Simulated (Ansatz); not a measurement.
NaF (model structure, started from the wurtzite type, P6₃/mmc, No. 194, 4 atoms in the cell), treated with r²SCAN0 (PAW; Ansatz, an electronic-structure program).

Numerical settings: plane-wave cutoff 520 eV, 9×9×6 k mesh (along the axes of the cell as run), Fermi–Dirac smearing 0.01 eV, scalar-relativistic PAW data made under PBE.

The cell is the one relaxed with PBEsol. Conventional cell: a = 3.8922 Å, b = 3.8922 Å, c = 4.5841 Å, α = 90.00°, β = 90.00°, γ = 120.00°.

```
CELL_PARAMETERS angstrom
      3.89223     0.00000     0.00000
     -1.94612     3.37077     0.00000
      0.00000     0.00000     4.58412
ATOMIC_POSITIONS crystal
  Na 0.66667 0.33333 0.06261
  Na 0.33333 0.66667 0.56261
  F  0.66667 0.33333 0.56259
  F  0.33333 0.66667 0.06259
```

List the 16 lowest band energies at Γ above −25 eV (eV, relative to the valence band maximum), grouping those that round alike.

At Γ: -21.38, -21.16, -20.82, -20.77 (×2), -20.73 (×2), -20.69, -1.14, -0.61 (×2), -0.29 (×2), 0.00, 8.83, 16.23.

Note: the run warned that its exchange threshold was loose for the stress; the relaxation could raise the start's symmetry but not lower it, so the cell can be a saddle point; cell and atoms aren't relaxed at this level (pressure -1.5 GPa).

A model structure was made by putting elements into a prototype or built by hand; it is no filed structure, need not be a known phase, and can be a saddle point held by its symmetry.
